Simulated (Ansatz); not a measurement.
Al₂O₃ (model structure, started from the Al2S3 type, Cc, No. 9, 10 atoms in the cell), treated with r²SCAN+rVV10 (Ansatz, an electronic-structure program, plane waves, PAW).

Settings: plane-wave cutoff 560 eV, 8×8×8 k mesh, Fermi–Dirac smearing 0.01 eV, scalar-relativistic PAW data made under PBE.

Cell (relaxed at this level):

```yaml
crystal:
  lattice:
    - [4.82462, -2.74037, 0.03372]
    - [4.82462, 2.74037, 0.03372]
    - [-3.10638, 0.00000, 4.69960]
  atoms:
    - { symbol: Al, position: [0.00518, 0.16116, 0.51645] }
    - { symbol: Al, position: [0.16116, 0.00518, 0.01645] }
    - { symbol: Al, position: [0.68569, 0.80138, 0.49301] }
    - { symbol: Al, position: [0.80138, 0.68569, 0.99301] }
    - { symbol: O, position: [0.02484, 0.30486, 0.88567] }
    - { symbol: O, position: [0.30486, 0.02484, 0.38567] }
    - { symbol: O, position: [0.86713, 0.87871, 0.86504] }
    - { symbol: O, position: [0.87871, 0.86713, 0.36504] }
    - { symbol: O, position: [0.43471, 0.75333, 0.86486] }
    - { symbol: O, position: [0.75333, 0.43471, 0.36486] }
```

Q: Give the computed band gap.

A: 
* **band gap**: 4.67 eV (on the SCF k mesh)

Note: the relaxation could raise the start's symmetry but not lower it, so the cell can be a saddle point.

A model structure was made by putting elements into a prototype or built by hand; it is no filed structure, need not be a known phase, and can be a saddle point held by its symmetry.
